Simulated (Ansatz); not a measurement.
We consider Ta₂H (C222, No. 21; cell taken from a computed entry), described by LDA in Ansatz (PAW).

Settings: plane-wave cutoff 500 eV, 14×14×8 k mesh (along the axes of the cell as run), Fermi–Dirac smearing 0.05 eV, scalar-relativistic PAW data made under PBE.

Computed at the level's own relaxed cell.

Problem. Estimate the volume per atom that the calculation returns.

Solution. 
volume per atom: 12.39 Å³/atom

The run finds no gap.

Note: the relaxation could not lower the start's symmetry, so the cell can be a saddle point above a distorted one.

Spin–orbit coupling is not included.

Computed values are for the static lattice.

Ansatz is a first-principles code.
